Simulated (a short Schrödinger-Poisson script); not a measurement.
Stack: single In0.1Ga0.9As/GaAs quantum well.

| layer | material | thickness (nm) |
|---|---|---|
| 1 | GaAs | 20 |
| 2 | In0.1Ga0.9As | 15 |
| 3 | GaAs | 20 |

The device is made up for the run: typed textbook-type constants, with dimensions and the other settings drawn at random. In0.1Ga0.9As: direct gap (eV) 1.324, conduction-band edge (eV) 0, electron mass (mₑ) 0.063, heavy-hole mass 0.37, light-hole mass 0.08. GaAs: direct gap (eV) 1.424, conduction-band edge (eV) 0.065, electron mass (mₑ) 0.067, heavy-hole mass 0.377, light-hole mass 0.09.

The valence-band edge of each layer lies one gap below its conduction-band edge. The electron's potential energy rises along the stack by the applied field. Mesh 0.03 nm at interfaces.

Task: Estimate e1 and hh1 for infinitely high walls at zero field, and compare with the finite well.

Result: ħ²π²/(2mL²) gives 26.5 meV for the electron and 4.5 meV for the heavy hole. The finite well gives 12.9 and 3.0 meV, 0.49 and 0.66 of the estimates, as the states reach into the barriers (6 % of e1 lies outside the well).

Solved with a short Schrödinger-Poisson script written for these runs: one-band effective-mass equation with BenDaniel-Duke matching, electrons, heavy and light holes apart, hard walls at the outer ends, one valence edge for both holes (no strain splitting), no charge, excitons, band mixing or non-parabolicity; under a field the levels are quasi-bound states of a box, listed while three quarters of their weight lies within 4 nm of the wells.
